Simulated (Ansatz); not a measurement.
Input:

```yaml
crystal:
  lattice:
    - [-1.64042, 1.64042, 4.00316]
    - [1.64042, -1.64042, 4.00316]
    - [1.64042, 1.64042, -4.00316]
  atoms:
    - { symbol: Si, position: [0.66363, 0.66363, 0.00000] }
    - { symbol: Si, position: [0.33637, 0.33637, 0.00000] }
    - { symbol: W, position: [0.00000, 0.00000, 0.00000] }
```

No spin polarisation.

Level of theory: Kohn–Sham DFT with the LDA functional, run in Ansatz (a first-principles code) with PAW and 420 eV plane waves, no spin-orbit coupling. Settings: 25×25×25 k-points, 0.1 eV Fermi–Dirac smearing.

Task: Predict the space group.

Result: I4/mmm (No. 139).

Task: What is the computed band gap?

Result: Zero.

Task: What pressure (mean of the normal stresses, compression positive) does the calculation give?

Result: -17.3 GPa.

The cells carry an imposed strain or load. Stability against distortions was not tested. All final runs are without spin polarisation. The cell was made from WSi$_{2}$ (space group I4/mmm, No. 139) by this change: isotropic strain +3.00 %.
